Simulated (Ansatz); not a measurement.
Take CaSe in the rock salt structure (space group Fm-3m, No. 225; a = 5.958 Å) as the base.

Calculations: PBE/PAW in Ansatz (a first-principles code), spin-orbit coupling left out.

Before the change:

| Property | Result |
|---|---|
| Hole mass | 0.18, 0.99, 0.99 mₑ (at Γ) |
| Gap character | indirect, Γ → X |
| Electron mass | 1.4 mₑ along k, 0.29 mₑ across (at X) |
| Smallest direct gap | 3.00 eV |

The change: the cell is scaled by 0.9850 in all directions; the atoms relax in the strained cell.

Task: How does this affect the hole mass?

Result: The hole mass (degenerate bands, along [100]) goes from 0.18, 0.99, 0.99 mₑ (at Γ) to 0.18, 0.93, 0.93 mₑ (at Γ).

Task: What does the calculation give for the gap character after the change?

Result: The gap character is still indirect, Γ → X.

Task: Predict the new electron mass.

Result: The electron mass becomes 1.4 mₑ along k, 0.28 mₑ across (at X) (base: 1.4 mₑ along k, 0.29 mₑ across (at X)).

Task: What happens to the smallest direct gap?

Result: The smallest direct gap decreases by 0.065 eV, from 3.00 eV to 2.93 eV.

Task: What does the calculation give for the energy relative to the base after the change?

Result: The energy rises by 8.4 meV/atom.

Masses are band curvatures over ±0.01 Å⁻¹ around the edge. Along k means along the line from Γ to the band edge. Whether these cells are dynamically stable was not tested.
